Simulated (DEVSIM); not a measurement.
Structure: In0.53Ga0.47As p-n junction from an implanted or diffused profile, at 300 K.

```tsv
layer (left to right)	material	thickness (μm)	Nd (cm⁻³)	τn (s)	τp (s)
1	In0.53Ga0.47As	120	1.8e14	2.2e-8	2.2e-8
```

Added acceptor profile: 2.9e17 cm⁻³ × exp(−(x − 0.18 μm)²/(2·(0.17 μm)²)). Left contact: ohmic. Right contact: ohmic. Voltage is applied to the left contact. Recombination: SRH at mid-gap, Auger. Mobility is μmin + (μ − μmin)/(1 + (N/Nref)^α).

This is a model device: material constants are rounded textbook-type values typed into the input, and sizes, dopings and lifetimes were drawn at random. Values at 300 K; Nc and Nv go as T^1.5, mobilities as T to minus their exponent, the gap by Varshni's rule with the affinity fixed.

| parameter | In0.53Ga0.47As |
|---|---|
| gap (eV) | 0.74 |
| affinity (eV) | 4.51 |
| permittivity | 13.9 |
| Nc (cm⁻³) | 2.1e17 |
| Nv (cm⁻³) | 7.7e18 |
| μn (cm²/Vs) | 12000 |
| μp (cm²/Vs) | 300 |
| μn,min | 300 |
| μp,min | 10 |
| Nref,n | 1.3e17 |
| Nref,p | 4.9e17 |
| αn | 0.48 |
| αp | 0.4 |
| T exponent of μn | 1.6 |
| T exponent of μp | 1.6 |
| Cn (cm⁶/s) | 5e-29 |
| Cp (cm⁶/s) | 5e-29 |
| Varshni α (eV/K) | 0.00035 |
| Varshni β (K) | 190 |

Simulated with DEVSIM: 1D drift-diffusion, Boltzmann statistics, complete ionisation; no tunnelling, impact ionisation, image-force lowering or self-heating.

Base results: potential step across the device at zero bias (V) 0.458; dark forward voltage at 1 A/cm² (V) 0.347.

Task: What follows from this one change: peak of the profile 2.9e+17 → 2.9e+16 cm^-3?

Result: potential step across the device at zero bias 0.458 → 0.398 V; dark forward voltage at 1 A/cm² 0.347 → 0.307 V.

Task: What follows from this one change: temperature 300 → 350 K?

Result: potential step across the device at zero bias 0.458 → 0.382 V; dark forward voltage at 1 A/cm² 0.347 → 0.259 V.

Task: What follows from this one change: doping Nd of layer 1 1.8e+14 → 1.8e+15 cm^-3?

Result: potential step across the device at zero bias 0.458 → 0.517 V; dark forward voltage at 1 A/cm² 0.347 → 0.340 V.

Task: What follows from this one change: straggle of the profile 0.17 → 0.51 μm?

Result: potential step across the device at zero bias 0.458 → 0.471 V; dark forward voltage at 1 A/cm² 0.347 → 0.351 V.

Task: What follows from this one change: minority lifetime in layer 1 2.2e-08 → 2.2e-09 s?

Result: potential step across the device at zero bias little changed (0.458 V); dark forward voltage at 1 A/cm² 0.347 → 0.334 V.

Task: What follows from this one change: constant mobility in place of the doping-dependent one?

Result: potential step across the device at zero bias little changed (0.458 V); dark forward voltage at 1 A/cm² 0.347 → 0.339 V.
